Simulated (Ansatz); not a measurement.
For Sb (I4/mmm, No. 139; start COD 9013010; another form than the element's usual one), LDA in Ansatz (PAW) gives:

```
Property                               Value
------------------------------  ------------
equilibrium lattice constant a       3.120 Å
lattice parameter c                  5.339 Å
cohesive energy                 3.38 eV/atom
```

Question: What does r²SCAN+rVV10 (plane waves, PAW; Ansatz, a first-principles code) give for the same quantities?

Answer: 
- lattice constant a: 3.112 Å (falls by 0.3 %)
- lattice parameter c: 5.668 Å (rises by 6.2 %)
- cohesive energy: 2.39 eV/atom (drops by 0.99 eV/atom)

Changes are worked out from the printed values.

Unless a cell is named, each level is at its own relaxed cell (LDA 25.99, r²SCAN+rVV10 27.44 Å³/atom).

Levels without +SOC leave out spin–orbit coupling, which shifts energies and cells of such heavy elements.

Caveats: the relaxation could not lower the start's symmetry, so the cell can be a saddle point above a distorted one (LDA, r²SCAN+rVV10). Ansatz's density-functional and Hartree–Fock values are scalar-relativistic unless marked +SOC, with PAW data made under PBE.
